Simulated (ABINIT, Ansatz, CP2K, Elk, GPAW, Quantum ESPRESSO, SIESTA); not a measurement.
Code comparison for CsSiI₃ (R3m, 5 atoms in the cell)

Self-consistent single point, at a second geometry (lattice scaled by 0.98). First geometry:

```
CsSiI3
1.0
    4.24230     2.44930     3.69117
   -4.24230     2.44930     3.69117
    0.00000    -4.89859     3.69117
Cs Si I
1 1 3
Direct
  0.00101   0.00101   0.00101
  0.46266   0.46266   0.46266
  0.50187   0.50187   0.02939
  0.02939   0.50187   0.50187
  0.50187   0.02939   0.50187
```

Shared settings, as Ansatz (a quantum-chemistry and plane-wave program) writes them: kpoints.mp_grid.grid = 4 4 4; scf.occupations.method = fermi_dirac; scf.occupations.width = 0.05 eV. Potentials and cutoffs stand in the table.

```
code                                                                                                                                 model  ΔF from the first geometry (meV/atom)  pressure (GPa)  largest force (eV/Å)  gap on the mesh (eV)       cutoff
----------------  ------------------------------------------------------------------------------------------------------------------------  -------------------------------------  --------------  --------------------  --------------------  -----------
ABINIT                                                                                                  LDA (PW92), PAW (JTH v2.0 LDA PAW)                                  -23.0           -1.01                 0.449                 0.589        21 Ha
SIESTA            LDA PW92, numerical atomic orbitals DZP, PseudoDojo LDA standard norm-conserving potentials (rewritten from UPF to PSML)                                  -23.2           -0.90                 0.670                 0.614  grid 300 Ry
Elk                                  LDA (PW92), all-electron FP-LAPW, Elk's shipped species files, APW+lo basis with extra local orbitals                                  -17.3               –                 0.326                 0.599     rgkmax 8
Ansatz                                                                                                 LDA (PW92), PAW files made with PBE                                  -23.6           -0.97                 0.429                 0.600       420 eV
GPAW                                                                         LDA (Perdew-Wang 92), GPAW PAW datasets LDA (gpaw-data 1.0.1)                                  -21.8           -0.84                 0.492                 0.600       600 eV
CP2K                                                  LDA (Pade form), GPW, DZVP-MOLOPT-SR-GTH basis, GTH-PADE potentials (GTH_POTENTIALS)                                  -18.3           -0.61                 0.533                 0.605  grid 500 Ry
Quantum ESPRESSO                                                                       LDA (PZ), GBRV 1.5 ultrasoft (LDA) pseudopotentials                                  -23.6           -0.97                 0.448                 0.599        40 Ry
```

Size of the force on each atom (eV/Å): Sizes of forces hide their directions.

| code | Cs1 | Si2 | I3 | I4 | I5 |
|---|---|---|---|---|---|
| ABINIT | 0.000 | 0.449 | 0.321 | 0.321 | 0.321 |
| SIESTA | 0.019 | 0.670 | 0.459 | 0.459 | 0.459 |
| Elk | 0.019 | 0.326 | 0.280 | 0.280 | 0.280 |
| Ansatz | 0.001 | 0.429 | 0.304 | 0.304 | 0.304 |
| GPAW | 0.002 | 0.492 | 0.351 | 0.351 | 0.351 |
| CP2K | 0.007 | 0.533 | 0.402 | 0.402 | 0.402 |
| Quantum ESPRESSO | 0.001 | 0.448 | 0.316 | 0.316 | 0.316 |

A dash marks a value that a program does not give, or that is left out as unsure.

Gaps are read on the mesh.

On Ansatz's run: spin-orbit coupling is off.

The spread over the programs that give each value: ΔF from the first geometry within 6.3 meV/atom; pressure within 0.40 GPa; largest force within 0.344 eV/Å; gap on the mesh within 0.025 eV.

SIESTA and CP2K use small atom-centred bases, whose incompleteness enters pressures, forces and empty levels differently from a plane-wave cutoff. Elk treats all electrons, but the usual bases taken here (sphere radii, linearisation, local orbitals, empty states) were not tested for convergence, so the values are no reference for the others. Ansatz's pressure is given at a fixed set of plane waves, as the other plane-wave codes print theirs. The same LDA comes in different parametrisations, which differ slightly. In the force vectors, SIESTA (by 0.222), Elk (by 0.122) and CP2K (by 0.084) lie more than 0.08 eV/Å from the median of the plane-wave programs.

The starting cell comes from a database of computed structures (which also holds hypothetical and non-ambient phases and stackings), without a prior relaxation at this level. For this run, on top of that: lattice scaled by 0.98.

Keys are those of Ansatz 0.2.
